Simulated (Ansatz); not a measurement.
System: fluorite PtAl2. Method: r²SCAN0 (plane waves, PAW; Ansatz, an electronic-structure program).

Settings: plane-wave cutoff 520 eV, 8×8×8 k mesh, Fermi–Dirac smearing 0.05 eV, scalar-relativistic PAW data made under PBE.

Equation-of-state points:

| V (Å³/atom) | E − E_lowest (meV/atom) | P (GPa) |
|---|---|---|
| 16.077 | 22.27 | 8.67 |
| 16.501 | 5.52 | 4.12 |
| 16.924 | 0.00 | 0.15 |
| 17.170 | 1.40 | -1.94 |
| 17.770 | 17.22 | -6.38 |

Question: Estimate the bulk modulus from the pressures at 16.501 and 17.170 Å³/atom, and compare it with a fit to all energies.

Answer: B = −V dP/dV. Between V = 16.501 and 17.170 Å³/atom, dP/dV = (-1.94 − (4.12))/(17.170 − 16.501) = -9.06 GPa per Å³/atom; at the midpoint 16.836 Å³/atom this gives B ≈ 153 GPa. The third-order Birch–Murnaghan fit gives V0 = 16.940 Å³/atom, B0 = 148 GPa, B′ = 4.3, which lies 3 % below that estimate.

Spin–orbit coupling is not included.
